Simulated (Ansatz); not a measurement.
System: MgCO₃ (R-3c, No. 167). Method: rVV10 (plane waves, PAW; Ansatz, a quantum-chemistry and plane-wave program).

Run with plane-wave cutoff 520 eV, 10×10×10 k mesh, Fermi–Dirac smearing 0.01 eV, scalar-relativistic PAW data made under PBE.

The cell is scaled about its equilibrium volume:

Shape and atoms are relaxed at each volume.

| V (Å³/atom) | P (GPa) | direct gap at Γ (eV) | smallest gap on the k mesh (eV) | c (Å) |
|---|---|---|---|---|
| 9.125 | 4.85 | 5.643 | 5.026 | 14.718 |
| 9.315 | 2.29 | 5.662 | 4.993 | 14.881 |
| 9.505 | 0.00 | 5.681 | 4.958 | 15.042 |
| 9.695 | -2.05 | 5.700 | 4.921 | 15.200 |
| 9.885 | -3.87 | 5.719 | 4.880 | 15.356 |

The fundamental gap (4.95 eV at the equilibrium volume, with added k points) lies elsewhere than Γ–Γ.

Note: the bulk modulus comes from volumes at which shape and atoms were relaxed.
